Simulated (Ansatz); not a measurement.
Consider Cu in the fcc (Cu type) structure (space group Fm-3m, No. 225; relaxed with 0.1 eV smearing).

```xyz
1
Lattice="0.0000 1.8149 1.8149 1.8149 0.0000 1.8149 1.8149 1.8149 0.0000" Properties=species:S:1:pos:R:3 pbc="T T T"
Cu     0.0000     0.0000     0.0000
```

Calculations: PBE (Ansatz, an electronic-structure program), without spin-orbit coupling.

For the base:

| Quantity | Result |
|---|---|
| Pressure | 0.0 GPa |

One thing is altered: every lattice vector is stretched by 1.16 %, atoms relaxed at fixed cell.

### Question
How does this affect the pressure and energy relative to the base?

### Answer
The pressure goes from zero to -4.5 GPa; the energy goes up by 6.1 meV/atom.

The cells carry an imposed strain or load. No phonon test of stability was made. All final runs are without spin polarisation.
